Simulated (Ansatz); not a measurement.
CsGeI3 (within 0.1 Å of R3m, No. 160, 5 atoms in the cell; start mp-28377), treated with PBE0 (Ansatz, a first-principles code, plane waves, PAW).

Run with plane-wave cutoff 500 eV, 4×4×4 k mesh, gaussian smearing 0.02 eV, scalar-relativistic PAW data made under PBE.

Cell (relaxed with r²SCAN):

```yaml
crystal:
  lattice:
    - [4.35232, -4.22306, 0.02368]
    - [4.35232, 4.22306, 0.02368]
    - [-0.29090, 0.00000, 6.05732]
  atoms:
    - { symbol: Cs, position: [0.90839, 0.90839, 0.59426] }
    - { symbol: Ge, position: [0.37311, 0.37311, 0.12915] }
    - { symbol: I, position: [0.41122, 0.41122, 0.58216] }
    - { symbol: I, position: [0.92022, 0.41105, 0.09121] }
    - { symbol: I, position: [0.41105, 0.92022, 0.09121] }
```

Problem. Give the computed band gap.

Solution. 
- band gap = 2.03 eV (on the SCF k mesh)

Note: cell and atoms aren't relaxed at this level (largest force component 0.06 eV/Å).

Spin–orbit coupling is not included; with these elements it can move the gap by several tenths of an eV or more.

The computed numbers hold no vibrational or temperature effects.

Cost on a shared machine: around 15 core-minutes (rough).

A start named mp-… is a Materials Project structure, which need not be a measured phase.
